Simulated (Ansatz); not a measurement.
**TaAs (model structure, from the WC type, P-6m2, No. 187): properties by level of theory**

```json
[
 {"level (code)": "LDA (Ansatz)", "lattice parameter a (Å)": "?", "c axis length (Å)": "?", "cohesive energy (eV/atom)": "?"},
 {"level (code)": "PBE (Ansatz)", "lattice parameter a (Å)": "?", "c axis length (Å)": "3.484", "cohesive energy (eV/atom)": "?"},
 {"level (code)": "PBE-D3(BJ) (Ansatz)", "lattice parameter a (Å)": "?", "c axis length (Å)": "?", "cohesive energy (eV/atom)": "6.70"}
]
```

Problem. Complete the blanks.

Solution. 
- LDA (Ansatz, a quantum-chemistry and plane-wave program), lattice parameter a (Å): 3.349
- LDA (Ansatz), c axis length (Å): 3.432
- LDA (Ansatz), cohesive energy (eV/atom): 7.42
- PBE (Ansatz), lattice parameter a (Å): 3.414
- PBE (Ansatz), cohesive energy (eV/atom): 6.10
- PBE-D3(BJ) (Ansatz), lattice parameter a (Å): 3.365
- PBE-D3(BJ) (Ansatz), c axis length (Å): 3.469

Ansatz's density-functional and Hartree–Fock values are scalar-relativistic unless marked +SOC, with PAW data made under PBE.

A model structure was made by putting elements into a prototype or built by hand; it is no filed structure, need not be a known phase, and can be a saddle point held by its symmetry.
